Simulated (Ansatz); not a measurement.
How far PBE-D3(BJ) and PBEsol-D3(BJ) part for TiS2, Zr on a Ti site

Take a 24-atom supercell of TiS₂ in the CdI2 type structure (space group P-3m1, No. 164; a = 3.3606 Å, c = 5.5224 Å; layered, stacked along the Cartesian z axis) at its relaxed geometry as the base.

(Cell as relaxed with PBE-D3(BJ).)

Levels (all Ansatz, a first-principles code, PAW): PBE-D3(BJ) (420 eV, without spin-orbit coupling); PBEsol-D3(BJ) (420 eV, no spin-orbit coupling).

Each level relaxes its own structure.

The change: one Ti atom is replaced by Zr, atoms relaxed at fixed cell, starting from a slightly rattled geometry.

```csv
quantity,PBE-D3(BJ),PBEsol-D3(BJ)
pressure,1.6 GPa,(withheld)
largest displacement of a host atom from its site in the perfect cell,0.11 Å,(withheld)
```

Problem. What does PBEsol-D3(BJ) give?

Solution. 
- pressure, PBEsol-D3(BJ): 1.8 GPa
- largest displacement of a host atom from its site in the perfect cell, PBEsol-D3(BJ): 0.11 Å

PBE-D3(BJ)'s pressure lies 0.2 GPa below PBEsol-D3(BJ)'s; the two agree on the largest displacement of a host atom from its site in the perfect cell. Neither level is exact; PBEsol-D3(BJ) is the comparison here, not a measurement.

The cell is small, so the values are those of an ordered compound at a high defect concentration; dilute-limit values will differ. The final runs are not spin-polarised.
